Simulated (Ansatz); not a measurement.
Base system: BAs in the zinc blende structure (space group F-43m, No. 216; a = 4.8093 Å). Axes: x, y, z lie along the cube axes.

Method: Kohn–Sham DFT with the PBE functional, run in Ansatz (a first-principles code) with PAW and 420 eV plane waves, no spin-orbit coupling.

It is then changed as follows: the cell is scaled by 0.9900 in all directions, atoms relaxed at fixed cell.

### Question
Predict the stress tensor and what it implies for the stiffness.

### Answer
Stress of the strained cell less that of the base (GPa, compression positive):
```
   4.22    0.00    0.00
   0.00    4.22    0.00
   0.00    0.00    4.22
```

Then B = −ΔP/(ΔV/V₀) with ΔV/V₀ = -0.0297 gives secant stiffness values (nonlinear terms included at this strain): B ≈ 142 GPa.

As a check, the harmonic strain energy −½ V₀ Δσ:ε is 5.5 meV/atom; the computed energy rise is 5.3 meV/atom.

Stability against distortions was not tested.
